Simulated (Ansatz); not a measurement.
Data:

```yaml
crystal:
  lattice:
    - [4.59560, 0.00000, 0.00000]
    - [0.00000, 4.59560, 0.00000]
    - [2.29780, -2.29780, 3.31214]
  atoms:
    - { symbol: S, position: [0.25000, 0.25000, 0.50000] }
    - { symbol: Pb, position: [0.00000, 0.00000, 0.00000] }
```

No spin polarisation.

Computed with DFT with PBEsol, PAW potentials and a 420 eV plane-wave cutoff in Ansatz (an electronic-structure program), scalar-relativistic without spin-orbit coupling. Settings: 9×9×9 k-points, 0.05 eV Fermi–Dirac smearing.

### Question
What smallest direct gap does the calculation give?

### Answer
1.13 eV.

### Question
What electron mass does the calculation give?

### Answer
1.7 mₑ along k, 0.36 mₑ across (at X).

### Question
What is the computed band gap?

### Answer
0.60 eV.

Spin-orbit coupling, missing from the scalar runs, can matter with Pb. The cells carry an imposed strain or load. Effective masses come from finite differences of ±0.01 Å⁻¹. Along k means along the line from Γ to the band edge. Whether these cells are dynamically stable was not tested. The cell was made from PbS in the zinc blende structure (space group F-43m, No. 216; a hypothetical phase, not in the database extracts checked) by this change: biaxial strain −0.67 %, plane normal [001], relaxed out of plane.
